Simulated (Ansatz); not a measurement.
Results of PBEsol (Ansatz, a first-principles code, PAW) for ZrSiO (P4/nmm, No. 129, 6 atoms in the cell; start mp-7915).

Numerical settings: plane-wave cutoff 520 eV, 16×16×8 k mesh (along the axes of the cell as run), Fermi–Dirac smearing 0.05 eV, scalar-relativistic PAW data made under PBE.

Cell (relaxed at this level):

```cif
data_O2Si2Zr2
_chemical_formula_sum 'Zr2 Si2 O2'
_space_group_name_H-M_alt 'P 1'
_space_group_IT_number 1
_cell_length_a 3.27802
_cell_length_b 3.27802
_cell_length_c 7.25777
_cell_angle_alpha 90.000
_cell_angle_beta 90.000
_cell_angle_gamma 90.000
loop_
_space_group_symop_operation_xyz
  'x, y, z'
loop_
_atom_site_label
_atom_site_type_symbol
_atom_site_fract_x
_atom_site_fract_y
_atom_site_fract_z
_atom_site_occupancy
Zr1 Zr 0.00000 0.50000 0.68977 1
Zr2 Zr 0.50000 0.00000 0.31023 1
Si1 Si 0.50000 0.50000 0.00000 1
Si2 Si 0.00000 0.00000 0.00000 1
O1 O 0.00000 0.50000 0.38877 1
O2 O 0.50000 0.00000 0.61123 1
```

Problem. Predict the bulk modulus.

Solution. 
- bulk modulus = 186 GPa

The run finds no gap.

Note: the bulk modulus is −V dP/dV from two relaxed cells at ±2 % in volume; the relaxation could not lower the start's symmetry, so the cell can be a saddle point above a distorted one.

The result took around 3 core-minutes (rough).

A start named mp-… is a Materials Project structure, which need not be a measured phase.
